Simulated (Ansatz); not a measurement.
A computed series for BN: response to strain

Start from BN in the zinc blende structure (space group F-43m, No. 216; a = 3.5805 Å).

Strains are applied to the cell and any free atomic positions relax.

All numbers come from plane-wave PAW DFT at the LDA level (Ansatz, a program for electronic structure, 420 eV), no spin-orbit coupling.

```json
[
 {"isotropic strain (%)": "-2", "pressure (GPa)": "27.2"},
 {"isotropic strain (%)": "-1", "pressure (GPa)": "12.8"},
 {"isotropic strain (%)": "-0.5", "pressure (GPa)": "6.2"},
 {"isotropic strain (%)": "0", "pressure (GPa)": "0.0"},
 {"isotropic strain (%)": "0.5", "pressure (GPa)": "-5.9"},
 {"isotropic strain (%)": "1", "pressure (GPa)": "-11.4"},
 {"isotropic strain (%)": "1.5", "pressure (GPa)": "-16.6"},
 {"isotropic strain (%)": "2", "pressure (GPa)": "?"},
 {"isotropic strain (%)": "2.5", "pressure (GPa)": "-26.0"}
]
```

Question: Fit P = P₀ − Bδ + Cδ² with δ = (1 + ε)³ − 1 to the rows shown and predict the withheld row.

Answer: Least squares on the printed values gives P₀ = 0.0 GPa, B = 407 GPa, C = 910 GPa (largest residual 0.1 GPa); this predicts -21.5 GPa, and the run gives -21.4 GPa, in agreement.

No phonon test of stability was made.
